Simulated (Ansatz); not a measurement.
Consider CuI in the zinc blende structure (space group F-43m, No. 216).

```cif
data_Cu4I4
_chemical_formula_sum 'I4 Cu4'
_space_group_name_H-M_alt 'F-43m'
_space_group_IT_number 216
_space_group_name_Hall 'F -4 2 3'
_cell_length_a 6.07934
_cell_length_b 6.07934
_cell_length_c 6.07934
_cell_angle_alpha 90.000
_cell_angle_beta 90.000
_cell_angle_gamma 90.000
loop_
_atom_site_label
_atom_site_type_symbol
_atom_site_symmetry_multiplicity
_atom_site_Wyckoff_symbol
_atom_site_fract_x
_atom_site_fract_y
_atom_site_fract_z
_atom_site_occupancy
I1 I 4 c 0.25000 0.25000 0.25000 1
Cu1 Cu 4 a 0.00000 0.00000 0.00000 1
```
(The calculation used a cell of 2 atoms; values per cell refer to that cell.)

Calculations: Ansatz (an electronic-structure program), PBE, PAW, cutoff 420 eV, no spin-orbit coupling.

Before the change:

| Property | Result |
|---|---|
| Lattice parameter a | 6.079 Å |
| Band gap | 1.10 eV |
| Hole mass | 0.22, 0.75, 0.75 mₑ (at Γ) |

Perturbation: every Cu is replaced by Ag, then cell and atoms are relaxed.

**Question.** Predict the new lattice parameter a.

**Answer.** The lattice parameter a grows by 0.549 Å, from 6.079 Å to 6.628 Å.

**Question.** Estimate the effect on the band gap.

**Answer.** The band gap goes up by 0.24 eV, from 1.10 eV to 1.34 eV.

**Question.** How does this affect the hole mass?

**Answer.** The hole mass (degenerate bands, along [100]) becomes 0.22, 0.79, 0.79 mₑ (at Γ) (base: 0.22, 0.75, 0.75 mₑ (at Γ)).

With I present, leaving out spin-orbit coupling can change the band edges. Masses are band curvatures over ±0.01 Å⁻¹ around the edge. Whether these cells are dynamically stable was not tested. All final runs are without spin polarisation.
